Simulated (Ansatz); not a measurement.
SiGe (model structure, Pmma, No. 51, 4 atoms in the cell), treated with HSE06 in Ansatz (plane waves, PAW).

Run with plane-wave cutoff 460 eV, 6×6×6 k mesh, Fermi–Dirac smearing 0.01 eV, scalar-relativistic PAW data made under PBE.

Cell (relaxed with PBEsol):

```yaml
crystal:
  lattice:
    - [3.91776, 0.00000, 0.00000]
    - [0.00000, 3.92331, 0.00000]
    - [0.00000, 0.00000, 5.54134]
  atoms:
    - { symbol: Si, position: [0.75000, 0.00000, 0.88024] }
    - { symbol: Si, position: [0.25000, 0.00000, 0.11976] }
    - { symbol: Ge, position: [0.25000, 0.50000, 0.36918] }
    - { symbol: Ge, position: [0.75000, 0.50000, 0.63082] }
```

Estimate the band gap and smallest direct gap on the k points sampled that the calculation returns.


- band gap: 0.91 eV (on the SCF k mesh) (indirect)
- smallest direct gap on the k points sampled: 1.13 eV

Note: the relaxation could raise the start's symmetry but not lower it, so the cell can be a saddle point; cell and atoms aren't relaxed at this level (pressure 0.5 GPa).

Spin–orbit coupling is not included.

Static lattice: no zero-point or thermal effects.

The result took around 2.1 core-minutes (rough).

A model structure was made by putting elements into a prototype or built by hand; it is no filed structure, need not be a known phase, and can be a saddle point held by its symmetry.

Ansatz is a quantum-chemistry and plane-wave program.
